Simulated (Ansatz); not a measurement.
Start from CdI2 in the CdI2 type structure (space group P-3m1, No. 164; layered, stacked along the Cartesian z axis).

```xyz
3
Lattice="4.1527 0.0000 0.0000 -2.0764 3.5963 0.0000 0.0000 0.0000 6.5508" Properties=species:S:1:pos:R:3 pbc="T T T"
Cd     0.0000     0.0000     0.0000
I      2.0764     1.1988     1.7110
I      0.0000     2.3976     4.8398
```

All numbers come from Ansatz (a program for electronic structure) PBEsol-D3(BJ), no SOC.

Base values:

| Property | Value |
|---|---|
| Pressure | 0.00 GPa |
| Band gap | 2.17 eV |
| Smallest direct gap | 2.56 eV |

The change: every lattice vector is stretched by 3.00 %; the atoms relax in the strained cell.

Problem. What happens to the largest internal atomic displacement, pressure, band gap, smallest direct gap and energy relative to the base?

Solution. The largest internal atomic displacement amounts to 0.086 Å; the pressure (mean of the normal stresses, compression positive) goes from zero to -1.69 GPa; the band gap increases by 0.152 eV, from 2.17 eV to 2.33 eV; the smallest direct gap drops by 0.18 eV (2.56 eV → 2.38 eV); the energy goes up by 18 meV/atom.

Spin-orbit coupling, missing from the scalar runs, can matter with I. No phonon test of stability was made.
